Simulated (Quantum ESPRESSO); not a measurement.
Quantum ESPRESSO 7.5, DFT, PBE, plane waves, SSSP 1.1.2 efficiency PBE: unreconstructed Si(100) slab of 7 layers, 1x1 (Si7), unrelaxed, 7 atoms. Basis and mesh were picked for this test and aren't claimed converged.

```
Item                                                 Value
------------------------  --------------------------------
cell                      3.84, 3.84, 32.15 Å; 90, 90, 90°
task                                                   scf
k mesh                                               4×4×1
ecutwfc                                              45 Ry
ecutrho                                             360 Ry
occupations                                       smearing
smearing                                                mv
degauss                                            0.02 Ry
conv_thr                                          7e-09 Ry
tprnfor                                               true
tstress                                              false
k-point pools (-nk)                                      2
diagonalization                            david (default)
k-points computed                                        6
bands                                                   18
electrons                                               28
G-vectors of the density                            368455
FFT grid                                         45×45×375
symmetry operations                                      8
```

Settings of this run: mixing_mode = TF, mixing_beta = 0.7, mixing_ndim = 8; 8 ranks.

```
SCF iteration  band solver's avg # of iterations (first pass)  estimated scf accuracy (Ry)
-------------  ----------------------------------------------  ---------------------------
1                                                         3.0                   0.26047477
2                                                         1.0                   0.06755779
3                                                         3.5                   0.00750340
4                                                         7.2                   0.00419860
5                                                         3.8                   0.00295856
6                                                         1.5                   0.00184758
7                                                         2.7                   0.00088961
8                                                         3.7                   0.00065867
9                                                         1.8                   0.00055061
10                                                        1.3                   0.00037899
11                                                        1.0                   0.00030914
12                                                        1.3                   0.00023230
13                                                        1.0                   0.00018933
14                                                        1.0                   0.00015251
15                                                        1.0                   0.00012657
16                                                        1.0                   0.00008222
17                                                        1.0                   0.00005453
18                                                        1.7                   0.00001556
19                                                        3.0                   0.00000404
20                                                        2.0                   0.00000217
21                                                        2.8                   0.00000030
22                                                        3.5                   0.00000013
23                                                        3.5                   0.00000002
24                                                        2.5                      6.1E-09
```

It converged after 24 SCF iterations.

Question: The cycle is slow. Which setting should be changed?

Answer: This is not unique; one that fits is mixing_mode = plain (default) (11 SCF iterations), all else kept. The other changes of this size gave: mixing_mode = local-TF (15); mixing_beta = 1 (22); mixing_beta = 0.4 (37); mixing_beta = 0.2 (42); mixing_beta = 0.1 (94). The first change moves the result by: energy equal as printed, forces (largest component) 0.092 meV/Å. Counts are of single runs.
